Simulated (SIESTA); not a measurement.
A self-consistent single point of W (Im-3m, 1 atom in the cell) with SIESTA.

Computed with GGA PBE, numerical atomic orbitals DZP, PseudoDojo PBE standard norm-conserving potentials (rewritten from UPF to PSML) (SIESTA).

The change in words: lattice scaled by 0.98. Reference geometry:
```yaml
crystal:
  lattice:
    - [-1.54587, 1.54587, 1.54587]
    - [1.54587, -1.54587, 1.54587]
    - [1.54587, 1.54587, -1.54587]
  atoms:
    - { symbol: W, position: [0.00000, 0.00000, 0.00000] }
```

Reference input (self-consistent single point, DFT, GGA PBE, numerical atomic orbitals DZP, PseudoDojo PBE standard norm-conserving potentials (rewritten from UPF to PSML)): XC.functional = GGA; XC.authors = PBE; potentials = PseudoDojo PBE standard; PAO.BasisSize = DZP; PAO.EnergyShift = 0.005 Ry; MeshCutoff = 300 Ry; kgrid.MonkhorstPack = 12 12 12; OccupationFunction = FD; ElectronicTemperature = 0.1 eV; MaxSCFIterations = 150; SCF.Mixer.Method = Broyden; SCF.Mixer.Weight = 0.2. This run's input differs from it in these lines:

```diff
@@ -11,5 +11,5 @@
 %block LatticeVectors
-    -1.545872000    1.545872000    1.545872000
-     1.545872000   -1.545872000    1.545872000
-     1.545872000    1.545872000   -1.545872000
+    -1.514955000    1.514955000    1.514955000
+     1.514955000   -1.514955000    1.514955000
+     1.514955000    1.514955000   -1.514955000
 %endblock LatticeVectors
```

Output, abridged:

```
        iscf     Eharris(eV)        E_KS(eV)     FreeEng(eV)     dDmax    Ef(eV) dHmax(eV)
   scf:    1    -2049.930205    -2062.831817    -2062.847053  1.305662 -3.420247  3.492021
   scf:    2    -2063.095806    -2062.968060    -2062.983655  0.117332 -3.593019  2.438042
   scf:    3    -2063.184938    -2063.098613    -2063.111404  0.257105 -4.002825  0.017849
   scf:    4    -2063.098576    -2063.098595    -2063.111415  0.000791 -4.005941  0.010148
   scf:    5    -2063.098470    -2063.098533    -2063.111436  0.001918 -4.008598  0.005391
   [... 4 lines left out ...]
   scf:   10    -2063.098453    -2063.098452    -2063.111443  0.000017 -4.011699  0.000309
   scf:   11    -2063.098453    -2063.098452    -2063.111443  0.000014 -4.011719  0.000241
   scf:   12    -2063.098454    -2063.098453    -2063.111443  0.000011 -4.011734  0.000188
   scf:   13    -2063.098454    -2063.098453    -2063.111443  0.000008 -4.011746  0.000147
SCF Convergence by DM+H criterion
max |DM_out - DM_in|         :     0.0000084711
max |H_out - H_in|      (eV) :     0.0001474880
SCF cycle converged after 13 iterations

Using DM_out to compute the final energy and forces

siesta: E_KS(eV) =            -2063.0985

siesta: E_KS - E_eggbox =     -2063.0985

siesta: Atomic forces (eV/Ang):
     1    0.000000    0.000000    0.000000
   Tot    0.000000    0.000000    0.000000
   Max    0.000000
   Res    0.000000    sqrt( Sum f_i^2 / 3N )
   Max    0.000000    constrained

Stress tensor Voigt[x,y,z,yz,xz,xy] (kbar):     -681.51     -681.51     -681.51        0.15        0.15        0.15
(Free)E + p*V (eV/cell)    -2057.1955
Target enthalpy (eV/cell)    -2063.1114

siesta: Program's energy decomposition (eV):
siesta: FreeEng =     -2063.111443

siesta: Stress tensor (static) (eV/Ang**3):
   [... lines left out ...]
siesta: Cell volume =         13.907824 Ang**3
siesta:         681.51102946        681.51102946  kBar
   [... lines left out ...]
               5dz2    5dxz    5dx2-y2
   1 14.000   1.823   0.603  -0.022   1.957   1.957   1.957   0.263   0.263
              0.263   1.356   1.356   0.988   1.356   0.988  -0.253  -0.253

             -0.173  -0.253  -0.173

mulliken: Qtot =       14.000

Mulliken Atomic Populations:
Atom #   charge [q] valence [e]  Species
     1    -0.000000   14.000000  W
 Total    -0.000000
```

The run converged in 13 iterations. Against the reference run the free energy rises by 280 meV/atom and the pressure goes from 36.14 to 68.15 GPa.

The starting cell has typed, rounded lattice constants, without a prior relaxation at this level. Its lattice was rescaled by a random factor within 2.5 % of one. For this run, on top of that: lattice scaled by 0.98. Spin polarisation is off. Values carry the incompleteness of an atom-centred basis. With a pressure of about 68 GPa the cell is away from its equilibrium volume at this level.

Cost on one core of a shared machine: roughly 50 s.
